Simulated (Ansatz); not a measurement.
**Quick settings and what they miss: Ti₃In (P6_3/mmc, 8 atoms in the cell)**

Self-consistent single point.

```yaml
crystal:
  lattice:
    - [5.97437, 0.00000, 0.00000]
    - [-2.98718, 5.17395, 0.00000]
    - [0.00000, 0.00000, 4.83172]
  atoms:
    - { symbol: Ti, position: [0.16521, 0.33042, 0.25000] }
    - { symbol: Ti, position: [0.83479, 0.66958, 0.75000] }
    - { symbol: Ti, position: [0.83479, 0.16521, 0.75000] }
    - { symbol: Ti, position: [0.16521, 0.83479, 0.25000] }
    - { symbol: Ti, position: [0.66958, 0.83479, 0.25000] }
    - { symbol: Ti, position: [0.33042, 0.16521, 0.75000] }
    - { symbol: In, position: [0.33333, 0.66667, 0.75000] }
    - { symbol: In, position: [0.66667, 0.33333, 0.25000] }
```

Method of the run: PBEsol, PAW files made with PBE (plane waves; Ansatz, a program for electronic structure).

Base settings: basis.ecutwfc = 30.9 Ry; kpoints.mp_grid.grid = 5 5 5; hamiltonian.xc = pbesol; hamiltonian.pseudopotentials = {kind: paw} (the program's default PAW files); scf.occupations.method = methfessel_paxton; scf.occupations.width = 0.0073 Ry.

Tight run (finer mesh or higher cutoff; not a proven limit): basis.ecutwfc: 30.9 Ry → 43.4 Ry; kpoints.mp_grid.grid: 5 5 5 → 7 7 7; scf.convergence.dr2_threshold: default (1e-07 eV) → 1e-09 eV. It gave Fermi level (on the code's own zero) 12.67 eV; pressure -6.99 GPa; largest force (vector length) 0.068 eV/Å.

Quick runs, as changes from the base:
- A: the base itself
- B: basis.ecutwfc: 30.9 Ry → 18.4 Ry; kpoints.mp_grid.grid: 5 5 5 → 3 3 3
- C: basis.ecutwfc: 30.9 Ry → 24.6 Ry; kpoints.mp_grid.grid: 5 5 5 → 2 2 2; hamiltonian.xc: pbesol → lda; scf.occupations.method: methfessel_paxton → cold; scf.occupations.width: 0.0073 Ry → 0.0147 Ry [LDA (PW92)]

Energies are extrapolated to zero smearing width, which holds to low order in the width alone.

Dashes: energy of C, another energy zero.

† marks runs with another functional, U, potentials or spin treatment: their distance from the tight run is not a convergence error alone.

The count of work is k-points × plane waves × bands × iterations; it is no time. 

Pressures in the table are Ansatz's without its Pulay estimate, at a fixed set of plane waves; the tight run's value above holds the estimate.

The starting cell comes from a database of computed structures (which also holds hypothetical and non-ambient phases and stackings), without a prior relaxation at this level. Its lattice was rescaled by a random factor within 2.5 % of one. Spin polarisation is off. In the base run, with a pressure of about -7 GPa the cell is away from its equilibrium volume at this level.

```
run  energy less tight (meV/atom)  pressure less tight (GPa)  largest miss in a force vector (eV/Å)  count of work / tight
---  ----------------------------  -------------------------  -------------------------------------  ---------------------
A                             0.5                      -0.01                                  0.003                   0.22
B                           533.7                     -32.65                                  0.062                  0.041
C†                              –                      -4.54                                  0.072                  0.042
```

Among the runs at the tight run's level, the energy misses run from 0.5 to 533.7 meV/atom.

Left out of this page: 2 runs of the series unsound by tests on forces, stress, charge or solver warnings; 1 run of the series with a known weakness of the program.

Keys are those of Ansatz 0.2.
